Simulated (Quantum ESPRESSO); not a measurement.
Quantum ESPRESSO run on La3S4 (I-43d, 14 atoms in the cell): self-consistent single point.

Level of theory: vdW-DF2, GBRV 1.5 ultrasoft (PBE) pseudopotentials (plane waves; Quantum ESPRESSO).

```xyz
14
Lattice="-4.3744 4.3744 4.3744 4.3744 -4.3744 4.3744 4.3744 4.3744 -4.3744" Properties=species:S:1:pos:R:3 pbc="T T T"
La     0.0000     6.5617     1.0936
La     0.0000     2.1872     3.2808
La     1.0936     0.0000     6.5617
La     3.2808     0.0000     2.1872
La     6.5617     1.0936     0.0000
La     2.1872     3.2808     0.0000
S      2.8401     2.8401     2.8401
S      0.6528    -0.6528     3.7216
S      1.5344     5.9088    -1.5344
S      3.7216     0.6528    -0.6528
S     -1.5344     1.5344     5.9088
S      0.6528     0.6528     0.6528
S      5.9088    -1.5344     1.5344
S     -0.6528     3.7216     0.6528
```

Reference input (self-consistent single point, DFT, PBEsol, plane waves, GBRV 1.5 ultrasoft (PBESOL) pseudopotentials): ecutwfc = 40 Ry; ecutrho = 200 Ry; occupations = smearing; smearing = gauss; degauss = 0.0099958 Ry; potentials = {La: la_pbesol_v1.uspp.F.UPF, S: s_pbesol_v1.4.uspp.F.UPF}; K_POINTS = automatic 5 5 5 0 0 0; conv_thr = 1e-11 Ry; mixing_beta = 0.7. This run's input differs from it in these lines:

```diff
@@ -18,2 +18,3 @@
    degauss = 0.0099958,
+   input_dft = 'vdw-df2',
 /
@@ -24,4 +25,4 @@
 ATOMIC_SPECIES
-La   138.9055  la_pbesol_v1.uspp.F.UPF
-S     32.0600  s_pbesol_v1.4.uspp.F.UPF
+La   138.9055  la_pbe_v1.uspp.F.UPF
+S     32.0600  s_pbe_v1.4.uspp.F.UPF
 ATOMIC_POSITIONS {angstrom}
```

Output, abridged:

```
     Self-consistent Calculation

     iteration #  1     ecut=    40.00 Ry     beta= 0.70

---- Real-time Memory Report at c_bands before calling an iterative solver
          1014 MiB given to the printing process from OS
           229 MiB allocation reported by mallinfo(arena+hblkhd)
------------------

     Threshold (ethr) on eigenvalues was too large:
     Diagonalizing with lowered threshold

---- Real-time Memory Report at c_bands before calling an iterative solver
          1179 MiB given to the printing process from OS
           246 MiB allocation reported by mallinfo(arena+hblkhd)
------------------

   [... lines left out ...]
     -----------------------------------------------

     total energy              =    -818.30311780 Ry
     estimated scf accuracy    <          3.9E-11 Ry

     iteration # 15     ecut=    40.00 Ry     beta= 0.70

---- Real-time Memory Report at c_bands before calling an iterative solver
          1219 MiB given to the printing process from OS
           315 MiB allocation reported by mallinfo(arena+hblkhd)
------------------

     negative rho (up, down):  2.711E-01 0.000E+00

     -----------------------------------------------
     Non-local corr. energy    =       3.95589773 Ry
     -----------------------------------------------
     End of self-consistent calculation

     the Fermi energy is    12.1078 ev

!    total energy              =    -818.30311780 Ry
     estimated scf accuracy    <          3.3E-12 Ry
     smearing contrib. (-TS)   =      -0.00854121 Ry
     internal energy E=F+TS    =    -818.29457659 Ry

     convergence has been achieved in  15 iterations

     negative rho (up, down):  2.711E-01 0.000E+00

     -----------------------------------------------
     Non-local corr. energy    =       3.95589773 Ry
     -----------------------------------------------

     Forces acting on atoms (cartesian axes, Ry/au):

     atom    1 type  1   force =     0.00000000    0.00000000    0.00000000
     atom    2 type  1   force =    -0.00000000    0.00000000    0.00000000
     atom    3 type  1   force =     0.00000000    0.00000000    0.00000000
   [... lines left out ...]
     Total force =     0.003001     Total SCF correction =     0.000000
   [... lines left out ...]
     Non-local corr. energy    =       3.95589773 Ry
     -----------------------------------------------

          total   stress  (Ry/bohr**3)                   (kbar)     P=       69.41
   0.00047182   0.00000000   0.00000000           69.41        0.00        0.00
   0.00000000   0.00047182   0.00000000            0.00       69.41        0.00
   0.00000000  -0.00000000   0.00047182            0.00       -0.00       69.41

   JOB DONE.
```

The run converged in 15 iterations. Against the reference run the pressure goes from -3.52 to 6.94 GPa and the largest force goes from 0.042 to 0.027 eV/Å.

The starting cell comes from a database of computed structures (which also holds hypothetical and non-ambient phases and stackings), without a prior relaxation at this level. With a pressure of about 7 GPa the cell is away from its equilibrium volume at this level.

Cost on one core of a shared machine: roughly 9 min.
